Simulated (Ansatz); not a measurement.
The parent structure is TiC in the rock salt structure (space group Fm-3m, No. 225; a = 4.3285 Å).

All numbers come from Ansatz (a quantum-chemistry and plane-wave program) r2SCAN, scalar-relativistic without spin-orbit coupling, earlier PAW set.

Base values:

The lattice parameter a is 8.180 bohr and the band gap is zero.

Modification: every Ti is replaced by Hf, then cell and atoms are relaxed.

Tabulated Pauling electronegativity and covalent radius: Ti 1.54, 1.60 Å; Hf 1.30, 1.75 Å.

Question: What happens to the lattice parameter a and band gap?

Answer: The lattice parameter a rises by 0.590 bohr (8.180 bohr → 8.770 bohr); the band gap is still zero.

Stability against distortions was not tested. All final runs are without spin polarisation.
